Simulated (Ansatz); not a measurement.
## NiAs-type NiSb

The numbers are results of PBE in Ansatz (plane waves, PAW), not measurements.

Run with plane-wave cutoff 520 eV, 12×12×8 k mesh (along the axes of the cell as run), Fermi–Dirac smearing 0.1 eV, perturbation theory, force constants from a 6×6×2 q mesh, no spin polarisation, scalar-relativistic PAW data made under PBE.

Cell: relaxed at this level.

```yaml
zero_point_energy: 0.026 eV/atom
```

Spin–orbit coupling is not included.

It cost roughly 4 core-hours of CPU time.

Ansatz is a first-principles code.
